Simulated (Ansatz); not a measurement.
Where the default PAW files enter, the runs use the earlier of Ansatz's two default sets.

## Evanescent states of SiC (P6_3mc, 12 atoms a cell, 10.3 Å³ an atom) along the normal of (001)

Calculation: r2SCAN (plane waves, PAW; Ansatz, a program for electronic structure).

No gap correction and no spin-orbit coupling; mid-gap is the computed energy nearest the middle.

Energies count from the valence-band top; κ is the least over a 12×12 mesh across the current.

```tsv
E (eV)	κ (1/Å)	where
0.06	0.070	Γ
0.18	0.104	Γ
0.30	0.129	Γ
0.42	0.149	Γ
0.54	0.166	Γ
0.66	0.180	Γ
0.78	0.194	Γ
0.90	0.205	Γ
1.02	0.216	Γ
1.14	0.226	Γ
1.26	0.235	Γ
1.38	0.243	Γ
1.50	0.251	Γ
1.62	0.246	off Γ
1.74	0.237	off Γ
1.86	0.226	off Γ
1.98	0.211	off Γ
2.10	0.193	off Γ
2.22	0.165	off Γ
2.34	0.110	off Γ
```

**Question.** How thick must the barrier be to attenuate the transmission by 10^4 when the electrodes' Fermi level lies at 0.42 eV, and what attenuation does that film give at 0.18 eV?

**Answer.** d = 4 ln 10 / (2 × 0.149) = 30.9 Å. At 0.18 eV it gives 4 × 0.104/0.149 = 2.8 decades.
